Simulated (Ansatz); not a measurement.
SiGe (model structure, started from the 4H type, P6₃mc, No. 186, 8 atoms in the cell) was calculated with PBEsol (Ansatz, an electronic-structure program, PAW).

Run with plane-wave cutoff 500 eV, 12×12×4 k mesh (along the axes of the cell as run), Fermi–Dirac smearing 0.05 eV, scalar-relativistic PAW data made under PBE.

Cell (relaxed at this level):

```cif
data_Ge4Si4
_chemical_formula_sum 'Ge4 Si4'
_space_group_name_H-M_alt 'P63mc'
_space_group_IT_number 186
_space_group_name_Hall 'P 6c -2c'
_cell_length_a 3.90822
_cell_length_b 3.90822
_cell_length_c 12.83629
_cell_angle_alpha 90.000
_cell_angle_beta 90.000
_cell_angle_gamma 120.000
loop_
_atom_site_label
_atom_site_type_symbol
_atom_site_symmetry_multiplicity
_atom_site_Wyckoff_symbol
_atom_site_fract_x
_atom_site_fract_y
_atom_site_fract_z
_atom_site_occupancy
Ge1 Ge 2 a 0.00000 0.00000 0.49961 1
Ge2 Ge 2 b 0.33333 0.66667 0.25053 1
Si1 Si 2 a 0.00000 0.00000 0.31315 1
Si2 Si 2 b 0.33333 0.66667 0.06234 1
```

### Question
Predict the band gap.

### Answer

band gap: 0.45 eV (on the SCF k mesh)

Note: the relaxation could raise the start's symmetry but not lower it, so the cell can be a saddle point.

Spin–orbit coupling is not included.

A model structure was made by putting elements into a prototype or built by hand; it is no filed structure, need not be a known phase, and can be a saddle point held by its symmetry.
